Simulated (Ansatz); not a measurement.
System: antifluorite Mg2C (high-pressure phase). Method: r²SCAN (Ansatz, a program for electronic structure, PAW).

Numerical settings: plane-wave cutoff 600 eV, 12×12×12 k mesh, scalar-relativistic PAW data made under PBE.

Computed at the level's own relaxed cell.

Hill averages of the elastic tensor: K = 98.3 GPa, G = 88.6 GPa. Volume 13.286 Å³/atom, mean atomic mass 20.207 u.

### Question
Work out the density, the sound velocities of a polycrystal and the elastic Debye temperature at this level.

### Answer
ρ = 1.66054 × 20.207/13.286 = 2.526 g/cm³. v_l = √[(K + 4G/3)/ρ] = 9.256 km/s and v_t = √(G/ρ) = 5.922 km/s. The mean follows from 3/v_m³ = 1/v_l³ + 2/v_t³: v_m = 6.507 km/s. Θ_D = (ħ/k_B) v_m (6π²/V)^(1/3) = 76.38 K Å s/km × 6.507 × 1.6457 Å⁻¹ = 818 K, counting all atoms of the cell.
